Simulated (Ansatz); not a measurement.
Amorphous IGZO (In6Ga6Zn14O32), 58 atoms at 5.61 g/cm³, one PBE-relaxed geometry, zone centre. Methods: PBE, scalar-relativistic without spin-orbit coupling (Ansatz, a quantum-chemistry and plane-wave program); r2SCAN, scalar-relativistic without spin-orbit coupling (Ansatz); HSE06, scalar-relativistic without spin-orbit coupling (Ansatz). Plane waves to 420 eV (r2SCAN 500 eV); exact exchange is cut at the cell's faces. At PBE the levels at the filled edge of the gap are localised (band-tail or defect states). All rungs ran without spin polarisation.

A CHGNet melt-quench gave the starting glass, which DFT then relaxed. O atoms were pushed apart under 1.9 Å during the dynamics, to hinder bonds among them. The hot cell started wider than the set density and was brought back towards it in steps. It is the lowest in DFT energy of 2 quenches. It is a model cell: composition and starting density were chosen by hand, and all elements were melted together. No dispersion term was used. Its density started from a set value of 5.79 and ended at 5.61 g/cm³. The simulated quench (nominally 170 K/ps over its main leg) is rapid and tends to freeze in more defects than a deposited or slowly cooled glass has. Values belong to this one cell and scatter from quench to quench. The volume was free in the relaxation, at fixed shape. Stress components on the final sampling reach 2.4 GPa.

The relaxation ran on the zone centre alone. At PBE the level gap is 0.64 eV on a 2×2×2 Γ-centred mesh, and the spacing at the zone centre alone 0.66 eV.

What zone-centre spacing does r2SCAN give, roughly?

1.04 eV (+0.39 eV against PBE).

What zone-centre spacing does HSE06 give, roughly?

2.19 eV (+1.54 eV against PBE).

The highest filled and the lowest empty state spread over these numbers of atoms (participation numbers): PBE: 9.3 and 54.2; r2SCAN: 8.8 and 53.3; HSE06: 7.9 and 52.8.
